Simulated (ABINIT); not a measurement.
ABINIT run on Rh (Fm-3m, 1 atom in the cell): self-consistent single point.

Level of theory: LDA (PW92), norm-conserving pseudopotentials (PseudoDojo nc-sr-04 LDA standard) (plane waves; ABINIT).

```yaml
crystal:
  lattice:
    - [0.00000, 1.88396, 1.88396]
    - [1.88396, 0.00000, 1.88396]
    - [1.88396, 1.88396, 0.00000]
  atoms:
    - { symbol: Rh, position: [0.00000, 0.00000, 0.00000] }
```

Reference input (self-consistent single point, DFT, PBE, plane waves, norm-conserving pseudopotentials (PseudoDojo nc-sr-05 PBE standard)): pseudos = [Rh.upf]; ecut = 44 Ha; occopt = 7; tsmear = 0.1 eV; ngkpt = 15 15 15; nshiftk = 1; shiftk = 0 0 0; potentials = PseudoDojo nc-sr-05 PBE standard; nband = 14; kptopt = 1; nstep = 60; tolvrs = 1e-11. This run's input differs from it in these lines:

```diff
@@ -1,2 +1,2 @@
-# Rh, PseudoDojo nc-sr-05 PBE standard
+# Rh, PseudoDojo nc-sr-04 LDA standard
 pp_dirpath "./"
```

Its files differ too (potentials: PseudoDojo nc-sr-05 PBE standard → PseudoDojo nc-sr-04 LDA standard).

The program printed (abridged):

```
--- !BeginCycle
solver: {iscf: 7, nstep: 60, nline: 4, wfoptalg: 0, }
tolerances: {tolvrs: 1.00E-11, }
...

     iter   Etot(hartree)      deltaE(h)  residm     vres2
 ETOT  1  -117.25708674027    -1.173E+02 3.578E-01 1.508E+02
 ETOT  2  -117.29119141558    -3.410E-02 1.402E-02 1.433E+02
 ETOT  3  -117.32263176953    -3.144E-02 6.558E-03 2.201E-02
 ETOT  4  -117.32263850246    -6.733E-06 1.784E-03 7.236E-04
 ETOT  5  -117.32263864301    -1.405E-07 1.735E-03 3.732E-06
 ETOT  6  -117.32263864383    -8.268E-10 1.749E-03 2.304E-08
 ETOT  7  -117.32263864384    -4.306E-12 7.782E-04 1.949E-10
 ETOT  8  -117.32263864384    -2.458E-12 1.141E-03 2.306E-12
 At SCF step    8       vres2   =  2.31E-12 < tolvrs=  1.00E-11 =>converged.

 Cartesian components of stress tensor (hartree/bohr^3)
  sigma(1 1)=  1.06261455E-04  sigma(3 2)=  0.00000000E+00
  sigma(2 2)=  1.06261455E-04  sigma(3 1)=  0.00000000E+00
  sigma(3 3)=  1.06261455E-04  sigma(2 1)=  0.00000000E+00

 ----iterations are completed or convergence reached----

 reduced coordinates (array xred) for    1 atoms
       0.000000000000      0.000000000000      0.000000000000
 cartesian forces (eV/Angstrom) at end:
    1     -0.00000000000000    -0.00000000000000    -0.00000000000000
 frms,max,avg= 0.0000000E+00 0.0000000E+00   0.000E+00  0.000E+00  0.000E+00 e/A
 length scales=  5.034825115300  5.034825115300  5.034825115300 bohr
              =  2.664314700253  2.664314700253  2.664314700253 angstroms
   [... lines left out ...]
 Fermi (or HOMO) energy (hartree) =   0.61270   Average Vxc (hartree)=  -0.54802
   [... lines left out ...]
total_energy        : -1.17322638643839E+02
total_energy_eV     : -3.19251135560556E+03
band_energy         : -6.76924017158754E+00
...

-Cartesian components of stress tensor (GPa)         [Pressure= -3.1263E+00 GPa]
- sigma(1 1)=  3.12631943E+00  sigma(3 2)=  0.00000000E+00
- sigma(2 2)=  3.12631943E+00  sigma(3 1)=  0.00000000E+00
- sigma(3 3)=  3.12631943E+00  sigma(2 1)=  0.00000000E+00

 Calculation completed.
```

The run converged in 8 iterations. Against the reference run the pressure goes from 14.61 to -3.13 GPa.

The starting cell comes from a database of computed structures (which also holds hypothetical and non-ambient phases and stackings), without a prior relaxation at this level. Its lattice was rescaled by a random factor within 2.5 % of one. Spin polarisation is off. With a pressure of about -3 GPa the cell is away from its equilibrium volume at this level.

Cost on one core of a shared machine: roughly 30 s.
